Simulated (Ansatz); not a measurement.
Pressure series in YN

The parent structure is YN in the rock salt structure (space group Fm-3m, No. 225; a = 4.906 Å).

Cell and atoms are relaxed at each pressure.

Level of theory: Ansatz (an electronic-structure program) PBE, spin-orbit coupling left out, earlier PAW set.

| case | lattice parameter a | smallest direct gap | band gap |
|---|---|---|---|
| base | 4.906 Å | 0.61 eV | 0.21 eV |
| pressure −2 GPa | 4.927 Å | 0.64 eV | 0.23 eV |
| pressure −1 GPa | 4.916 Å | 0.62 eV | 0.22 eV |
| pressure 0.3 GPa | 4.903 Å | 0.60 eV | 0.21 eV |
| pressure 0.7 GPa | 4.899 Å | 0.60 eV | 0.20 eV |
| pressure 1.5 GPa | 4.891 Å | 0.58 eV | 0.19 eV |
| pressure 3 GPa | 4.877 Å | 0.56 eV | 0.18 eV |
| pressure 5 GPa | 4.858 Å | 0.53 eV | 0.16 eV |
| pressure 7.5 GPa | 4.836 Å | 0.49 eV | 0.13 eV |
| pressure 10 GPa | 4.816 Å | 0.46 eV | 0.11 eV |

Load acts through the strain it causes; cell and atoms are relaxed under it. Whether these cells are dynamically stable was not tested. Competing high-pressure phases were not computed. A zero or small gap of YN can be the functional's error rather than a property of the material.
